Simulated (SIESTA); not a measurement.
Checking a run of SIESTA on Bi2Rh (P-1, 12 atoms in the cell). The aim is a self-consistent single point with DFT, LDA PW92, numerical atomic orbitals DZP, PseudoDojo LDA standard norm-conserving potentials (rewritten from UPF to PSML).

Cell that was meant: a = 6.7430 Å, b = 7.0300 Å, c = 7.0670 Å, α = 104.76°, β = 100.73°, γ = 105.79°.

Part of the input:

```
PAO.BasisSize                DZP
PAO.EnergyShift              0.005 Ry
MeshCutoff                   300 Ry
OccupationFunction           FD
ElectronicTemperature        0.1 eV

MaxSCFIterations             150
```

Output, abridged:

```
reinit: Reading from file input.fdf

reinit: System Name: Bi2Rh
reinit: System Label: bi2rh

   [... lines left out ...]
Gamma-point calculation with interaction between periodic images
Gamma-point calculation with interaction between periodic images
Some features might not work optimally:
Some features might not work optimally:
e.g. DM initialization from atomic data
e.g. DM initialization from atomic data
new_DM -- step:     1
Initializing Density Matrix...

Attempting to read DM from file... Failed...
DM filled with atomic data:

InitMesh: MESH = 72 x 72 x 72 = 373248
InitMesh: Mesh cutoff (required, used) =   300.000   331.809 Ry

stepf: Fermi-Dirac step function
        iscf     Eharris(eV)        E_KS(eV)     FreeEng(eV)     dDmax    Ef(eV) dHmax(eV)
   scf:    1   -30502.045969   -30541.166933   -30541.191336  0.701146 -3.319738  8.254961
   scf:    2   -30533.497823   -30544.417828   -30544.421797  0.290011 -4.054392  4.799398
   scf:    3   -30548.888351   -30547.873529   -30547.886169  0.101745 -3.834264  1.367516
   scf:    4   -30548.443232   -30548.241567   -30548.266595  0.121970 -3.859674  0.746728
   scf:    5   -30548.275652   -30548.276125   -30548.301743  0.020154 -3.885149  0.430246
   [... lines left out ...]
   scf:    8   -30548.293345   -30548.292856   -30548.321456  0.002529 -3.904544  0.012328
   scf:    9   -30548.292262   -30548.292564   -30548.321488  0.000461 -3.903839  0.002420
   scf:   10   -30548.292254   -30548.292409   -30548.321493  0.000221 -3.903708  0.000829
   scf:   11   -30548.292284   -30548.292347   -30548.321494  0.000075 -3.903668  0.000339
   scf:   12   -30548.292337   -30548.292342   -30548.321494  0.000027 -3.903669  0.000439
   scf:   13   -30548.292325   -30548.292333   -30548.321494  0.000010 -3.903663  0.000097
SCF Convergence by DM+H criterion
max |DM_out - DM_in|         :     0.0000096084
max |H_out - H_in|      (eV) :     0.0000966901
SCF cycle converged after 13 iterations

Using DM_out to compute the final energy and forces

siesta: E_KS(eV) =           -30548.2923

siesta: E_KS - E_eggbox =    -30548.2923

siesta: Atomic forces (eV/Ang):
     1    0.517140    0.003844   -0.118286
     2   -0.517140   -0.003844    0.118286
     3    0.647798    0.488066    0.163138
     4   -0.647798   -0.488066   -0.163138
     5    0.258144    0.100571    0.331022
     6   -0.258144   -0.100571   -0.331022
     7    0.223135    0.170891    0.525856
     8   -0.223135   -0.170891   -0.525856
     9    0.063305    0.816747    0.382876
    10   -0.063305   -0.816747   -0.382876
   [... lines left out ...]
siesta: FreeEng =    -30548.321494
   [... lines left out ...]
siesta:    -0.015159    0.025829   -0.020565
siesta:    -0.010129   -0.020565    0.021333

siesta: Cell volume =        299.738756 Ang**3

siesta: Pressure (static):
siesta:                Solid            Molecule  Units
siesta:          -0.00025460         -0.00026723  Ry/Bohr**3
siesta:          -0.02337622         -0.02453625  eV/Ang**3
siesta:         -37.45284039        -39.31141382  kBar
```

### Question
Can these results be used? Check the input.

### Answer
The run is not sound. The fault is a single k-point for a small cell. The zone centre alone samples the bands of a small cell poorly; it suits large supercells. To fix it, use a k-point mesh or a larger supercell. The run converged in 13 iterations without an error; against the sound input the free energy goes down by 273 meV/atom, the pressure goes from -0.72 to -3.75 GPa and the largest force goes from 0.157 to 1.119 eV/Å.

An input that runs soundly differs in these lines (not the only fix; some lines may just follow from the change or write a value another way):
```diff
+%block kgrid.MonkhorstPack
+    3   0   0  0.5
+    0   3   0  0.5
+    0   0   3  0.5
+%endblock kgrid.MonkhorstPack
```

With that input, the run converged in 13 iterations: free energy E − TS -30545.0454 eV; Fermi level (on the code's own zero) -4.19 eV; pressure -0.72 GPa; largest force (vector length) 0.157 eV/Å (DFT, LDA PW92, numerical atomic orbitals DZP, PseudoDojo LDA standard norm-conserving potentials (rewritten from UPF to PSML)).

On the sound input: the starting cell comes from a database of published, mostly measured structures (it also holds non-ambient and calculated ones), without a prior relaxation at this level. Spin polarisation is off. Values carry the incompleteness of an atom-centred basis.
